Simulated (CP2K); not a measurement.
CP2K run on CdCo₂N₂ (C2/m, 5 atoms in the cell): self-consistent single point.

Computed with CP2K 2026.2 with LDA (Pade form), GPW, DZVP-MOLOPT-SR-GTH basis, GTH-PADE potentials (GTH_POTENTIALS).

```
Cd(CoN)2
1.0
    3.06546     0.00000     0.00000
    1.53397     2.65405     0.00000
   -1.65701    -0.95616     8.29973
Cd Co N
1 2 2
Direct
  0.50000   0.50000   0.50000
  0.37077   0.37077   0.10323
  0.62923   0.62923   0.89677
  0.27822   0.27822   0.84757
  0.72178   0.72178   0.15243
```

Reference input (self-consistent single point, DFT PBEsol, GPW, DZVP-MOLOPT-SR-GTH basis, GTH-PBE potentials (GTH_POTENTIALS)): CUTOFF = 600 Ry; REL_CUTOFF = 40 Ry; SMEAR/METHOD = FERMI_DIRAC; ELECTRONIC_TEMPERATURE = 1160.45 K; KPOINTS/SCHEME = MONKHORST-PACK 10 10 3; GAMMA_CENTERED = T; XC_FUNCTIONAL = PBE:PBESOL; Cd/BASIS_SET = DZVP-MOLOPT-SR-GTH-q12; Cd/POTENTIAL = GTH-PBE-q12; Co/BASIS_SET = DZVP-MOLOPT-SR-GTH-q17; Co/POTENTIAL = GTH-PBE-q17; N/BASIS_SET = DZVP-MOLOPT-SR-GTH-q5. This run's input differs from it in these lines:

```diff
@@ -44,6 +44,3 @@
     &XC
-      &XC_FUNCTIONAL
-        &PBE
-          PARAMETRIZATION PBESOL
-        &END PBE
+      &XC_FUNCTIONAL PADE
       &END XC_FUNCTIONAL
@@ -81,3 +78,3 @@
       BASIS_SET DZVP-MOLOPT-SR-GTH-q12
-      POTENTIAL GTH-PBE-q12
+      POTENTIAL GTH-PADE-q12
     &END KIND
@@ -85,3 +82,3 @@
       BASIS_SET DZVP-MOLOPT-SR-GTH-q17
-      POTENTIAL GTH-PBE-q17
+      POTENTIAL GTH-PADE-q17
     &END KIND
@@ -89,3 +86,3 @@
       BASIS_SET DZVP-MOLOPT-SR-GTH-q5
-      POTENTIAL GTH-PBE-q5
+      POTENTIAL GTH-PADE-q5
     &END KIND
```

The program printed (abridged):

```
 SCF WAVEFUNCTION OPTIMIZATION

  Step     Update method      Time    Convergence         Total energy    Change
     1 NoMix/Diag. 0.30E+00      -     1.67071288      -357.5560007274 -3.58E+02
     2 Broy./Diag. 0.30E+00      -     0.31562491      -354.0823855349  3.47E+00
     3 Broy./Diag. 0.30E+00      -     0.15067886      -356.6588697640 -2.58E+00
     4 Broy./Diag. 0.30E+00      -     0.05738626      -356.7689750762 -1.10E-01
     5 Broy./Diag. 0.30E+00      -     0.01255050      -357.2771516968 -5.08E-01
     6 Broy./Diag. 0.30E+00      -     0.00849549      -356.5966411938  6.81E-01
   [... 12 lines left out ...]
    19 Broy./Diag. 0.30E+00      -     0.00000015      -356.7703505673 -4.90E-06
    20 Broy./Diag. 0.30E+00      -     0.00000030      -356.7703496113  9.56E-07
    21 Broy./Diag. 0.30E+00      -     0.00000019      -356.7703500359 -4.25E-07
    22 Broy./Diag. 0.30E+00      -     0.00000002      -356.7703503335 -2.98E-07
  *** SCF run converged in    22 steps ***

  Overlap energy of the core charge distribution:               0.00000000001697
  Self energy of the core charge distribution:               -581.93062279283697
  Core Hamiltonian energy:                                    166.79740549842748
  Hartree energy:                                              99.30373102513305
  Exchange-correlation energy:                                -40.93775377887088
  Electronic entropic energy:                                  -0.00311028544921
  Fermi energy:                                                 0.27276587961173

  Total energy:                                              -356.77035033353320
  Total energy (extrapolated to T->0):                       -356.76879519080859

   [... lines left out ...]

 STRESS| Analytical stress tensor [bar]
 STRESS|                        x                   y                   z
 STRESS|      x       -1.20089268417E+05  -1.82760543465E+01   3.93755069340E+02
 STRESS|      y       -1.82760543465E+01  -1.20067968266E+05   2.27242232047E+02
 STRESS|      z        3.93755069340E+02   2.27242232047E+02  -8.57161281633E+04
 STRESS| 1/3 Trace                                            -1.08624454949E+05
```

The run converged in 22 iterations. Against the reference run the pressure goes from -6.24 to -10.86 GPa and the largest force goes from 0.299 to 0.630 eV/Å.

The starting cell comes from a database of computed structures (which also holds hypothetical and non-ambient phases and stackings), without a prior relaxation at this level. Spin polarisation is off, so a magnetic state, if there is one, cannot be reached. Values carry the incompleteness of an atom-centred basis. With a pressure of about -11 GPa the cell is away from its equilibrium volume at this level.

Cost on one core of a shared machine: roughly 3 min.
